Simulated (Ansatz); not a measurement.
A self-consistent single point of Zn7Mo (I4mm, 8 atoms in the cell) with Ansatz (a quantum-chemistry and plane-wave program).

Computed with PBEsol, default PAW files made with PBE (plane waves; Ansatz).

```yaml
crystal:
  lattice:
    - [0.00000, 3.87310, 3.87310]
    - [3.87310, 0.00000, 3.87310]
    - [3.87310, 3.87310, 0.00000]
  atoms:
    - { symbol: Zn, position: [0.00000, 0.00000, 0.50000] }
    - { symbol: Zn, position: [0.50000, 0.50000, 0.00000] }
    - { symbol: Zn, position: [0.50000, 0.00000, 0.00000] }
    - { symbol: Zn, position: [0.00000, 0.50000, 0.50000] }
    - { symbol: Zn, position: [0.00000, 0.50000, 0.00000] }
    - { symbol: Zn, position: [0.50000, 0.00000, 0.50000] }
    - { symbol: Zn, position: [0.50645, 0.50645, 0.49355] }
    - { symbol: Mo, position: [0.00000, 0.00000, 0.00000] }
```

Reference input (self-consistent single point, DFT, PBEsol, plane waves, default PAW files made with PBE): basis.ecutwfc = 420 eV; kpoints.mp_grid.grid = 6 6 6; hamiltonian.xc = pbesol; hamiltonian.pseudopotentials = {kind: paw} (the program's default PAW files); scf.occupations.method = fermi_dirac; scf.occupations.width = 0.1 eV. This run's input differs from it in these lines:

Ansatz 0.2 input:
```diff
@@ -17,3 +17,3 @@
 kpoints:
-  mp_grid: { grid: [6, 6, 6] }
+  mp_grid: { grid: [10, 10, 10] }
 hamiltonian:
@@ -22,3 +22,3 @@
 scf:
-  occupations: { method: fermi_dirac, width: 0.1 eV }
+  occupations: { method: methfessel_paxton, width: 0.02 eV }
 output:
```

Output, abridged:

```
SCF iter   1: F=—  HF=-27863.901268 eV  |F-HF|=—  |Δ(HF+E_count)|=         —  Δρ=9.95e-3  dr2=1.94e-1  ethr=1.77e-3  ⟨swp⟩=7.1  Hψ=24970  notcnv=0  defer=21
all-band conjugate gradients solve this SCF's bands
preconditioner: auto → Resta (q_TF=auto, 2.652 Å⁻¹)
SCF iter   2: F=—  HF=-27863.879304 eV  |F-HF|=—  |Δ(HF+E_count)|=   2.20e-2  S|Δr|=    0.00e0  Δρ=4.14e-3  dr2=4.88e-2  ethr=1.98e-4  ⟨swp⟩=2.0  Hψ=7606  notcnv=0  defer=326
   [... lines left out ...]
SCF iter   6: F=—  HF=-27863.872517 eV  |F-HF|=—  |Δ(HF+E_count)|=   3.99e-6  S|Δr|=    0.00e0  Δρ=8.03e-5  dr2=4.84e-6  ethr=1.94e-8  ⟨swp⟩=2.0  Hψ=10221  notcnv=0  defer=326
SCF iter   7: F=—  HF=-27863.872514 eV  |F-HF|=—  |Δ(HF+E_count)|=   2.73e-6  S|Δr|=    0.00e0  Δρ=2.78e-5  dr2=8.36e-7  ethr=4.94e-9  ⟨swp⟩=2.0  Hψ=10158  notcnv=0  defer=326
SCF iter   8: F=-27863.872514 eV  HF=-27863.872514 eV  |F-HF|=5.96e-8  |Δ(HF+E_count)|=   1.38e-7  S|Δr|=    0.00e0  Δρ=5.48e-6  dr2=7.30e-8  ethr=1.02e-10  ⟨swp⟩=9.2  Hψ=33849  notcnv=0
SCF 1 converged in 8 iterations: F = -27863.872514 eV  dr2 = 7.30e-8
Stability not checked (fill_not_monotonic)
Free energy (F): -27863.872514 eV
Internal energy: -27863.872644 eV  (E = F + TS)
E sigma→0 (E₀):  -27863.872546 eV
Entropy (-TS):   0.000130 eV (0.016 meV/atom)
Fermi energy:    12.687480 eV
--- Forces (eV/Å), atoms counted from 1 ---
  atom   1  Zn    -0.00000000     0.00000000    -0.01365313
  atom   2  Zn     0.00000000    -0.00000000    -0.01365313
  atom   3  Zn     0.00000000    -0.07389852     0.04562544
  atom   4  Zn     0.00000000     0.07389852     0.04562544
   [... lines left out ...]
  atom   8  Mo    -0.00000000     0.00000000    -0.01271004
--- Stress (GPa, compression-positive) ---
       -3.302129       0.000000       0.000000
        0.000000      -3.302129      -0.000000
        0.000000      -0.000000      -3.305125
  P = ⅓ Tr σ = -3.3031 GPa (-33.031 kbar)
  The stress holds the Pulay correction. Without it, at fixed plane waves, as pw.x and ABINIT print it: P = -3.3988 GPa
```

The run converged in 8 iterations. Against the reference run the free energy goes up by 6.8 meV/atom, the pressure hardly changes (-3.32 to -3.30 GPa) and the largest force hardly changes (0.143 to 0.142 eV/Å).

The starting cell comes from a database of computed structures (which also holds hypothetical and non-ambient phases and stackings), without a prior relaxation at this level. Its lattice was rescaled by up to half a per cent. One atom was moved a little off its site on purpose. Spin polarisation is off. With a pressure of about -3 GPa the cell is away from its equilibrium volume at this level. Ansatz's pressure includes its estimate of the finite-basis (Pulay) stress.

Cost on one core of a shared machine: roughly 70 s.
